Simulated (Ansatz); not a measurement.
The starting structures come from a database of crystals and need not be the phases stable at ambient conditions.

 Where the default PAW files enter, the runs use the earlier of Ansatz's two default sets.

By PBEsol, the system below comes out a metal.

A figure of merit of an interconnect metal is its ballistic conductance per area.

Consider the following.

```
Ag
1.0
    2.94609     0.00000     0.00000
    1.47305     7.25467     0.00000
    1.47304     0.29910     2.45778
Ag
3
Cartesian
  0.00000   0.00000   0.00000
  4.41914   5.07038   1.91146
  1.47305   2.48339   0.54632
```

Space group of this cell: C2/m. The cell is strained (lengths along the current scaled by 0.97, ions clamped); by PBEsol its mean pressure is -4.9 GPa.

The current flows along the normal of the first two printed cell vectors. No spin-orbit coupling; the value is a mean over 0.1 eV about the Fermi level.

### Question
Estimate the ballistic conductance per area that Ansatz (an electronic-structure program) with PBEsol returns for this system.

### Answer
0.86 × 10¹⁵ S/m² for both spins.
